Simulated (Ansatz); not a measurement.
The starting structures come from a database of crystals and need not be the phases stable at ambient conditions.

The decay constant κ of evanescent states in the gap governs leakage through a thin film.

Data:

```xyz
12
Lattice="6.3603 0.0000 0.0000 0.0000 7.7776 0.0000 3.1801 -0.6953 3.6801" Properties=species:S:1:pos:R:3 pbc="T T T"
Pd     4.7702     3.5412     1.8400
Pd     1.5901    -0.3476     1.8400
S      0.4722     1.9444     0.0000
S      5.8881     5.8332     0.0000
O      2.8360     1.1710     2.4282
O      6.7044     5.9114     1.2519
O      6.0161     2.0226     1.2519
O      3.5243     5.0598     2.4282
O      5.0387     4.6055     0.1132
O      4.5017     2.4769     3.5669
O      8.2189     6.3658     3.5669
O      1.3215     0.7166     0.1132
```

Space group of this cell: C2/c. The cell is taken as given; by r2SCAN its mean pressure is -4.2 GPa.

Transport runs along the normal of the first two printed cell vectors.

The gap is the functional's own. No spin-orbit coupling. Mid-gap values are interpolated on the energy grid.

Task: Predict the band gap and the smallest decay constant κ at mid-gap from r2SCAN run with Ansatz (an electronic-structure program).

Result: Gap 1.35 eV on a 8×4×8 mesh; κ = 0.509 1/Å, at the zone centre.
